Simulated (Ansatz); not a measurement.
O on the 1x1 (110) surface of bcc W, one in a 2x1 cell, energies for each (14.3 Å²). Energies are against ½ O2(g), without zero-point or thermal terms; each row is named by its start.

Calculation: PBE (plane waves to 420 eV, PAW; Ansatz, an electronic-structure program).

**Question.** Which site binds most strongly?
(A) top W
(B) bridge W-W (span 2.8 Å)
(C) bridge W-W (span 3.2 Å)
(D) hollow W-W-W

**Answer.** D, hollow W-W-W. Adsorption energies: hollow W-W-W -4.15 eV; bridge W-W (span 3.2 Å) -3.66 eV; bridge W-W (span 2.8 Å) -3.25 eV; top W -2.86 eV.
